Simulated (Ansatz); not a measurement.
# A computed series for Pt: response to strain

The parent structure is Pt in the fcc (Cu type) structure (space group Fm-3m, No. 225; relaxed with 0.1 eV smearing).

```
CELL_PARAMETERS angstrom
      0.00000     1.95989     1.95989
      1.95989     0.00000     1.95989
      1.95989     1.95989     0.00000
ATOMIC_POSITIONS crystal
  Pt 0.00000 0.00000 0.00000
```

Cartesian axes are those of the cell as printed.

Strains are applied to the cell and any free atomic positions relax; under biaxial strain the out-of-plane vector relaxes too.

Calculations: PBEsol (Ansatz, a first-principles code), spin-orbit coupling left out.

Notes on the quantities. energy relative to the base: free energy F.

```csv
"biaxial strain, plane normal [001], relaxed out of plane (%)",energy relative to the base (meV/atom)
-3,26.7
-2.5,18.0
-2,11.2
-1.5,6.1
-1,?
-0.5,0.6
0,0.0
```

Fit ΔE = Aε² + Bε³ (ε in %) to the rows shown and predict the withheld row.

Least squares on the printed values gives A = 2.46 and B = -0.17 meV/atom (largest residual 0.0 meV/atom); this predicts 2.6 meV/atom, and the run gives 2.6 meV/atom, in agreement.

Whether these cells are dynamically stable was not tested. All final runs are without spin polarisation.
